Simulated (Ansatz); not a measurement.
Base system: TiN in the rock salt structure (space group Fm-3m, No. 225; a = 4.205 Å; relaxed with 0.1 eV smearing). Axes: x, y, z lie along the cube axes.

Calculations: PBEsol/PAW in Ansatz (a quantum-chemistry and plane-wave program), spin-orbit coupling left out.

Before the change:

```
Item       Result
--------  -------
Pressure  0.0 GPa
```

The change: strain tensor (xx, yy, zz, yz, xz, xy) = (+1.13, +2.45, +0.38, +1.77, +0.30, −0.91) %; the atoms relax in the strained cell.

Question: Estimate the effect on the energy relative to the base.

Answer: The energy increases by 23 meV/atom.

Question: How does this affect the pressure?

Answer: The pressure (mean of the normal stresses, compression positive) goes from zero to -10.5 GPa.

Stability against distortions was not tested. The base started in Pnma and relaxed to Fm-3m at this level. The final runs are not spin-polarised. An odd electron count without spin: TiN.
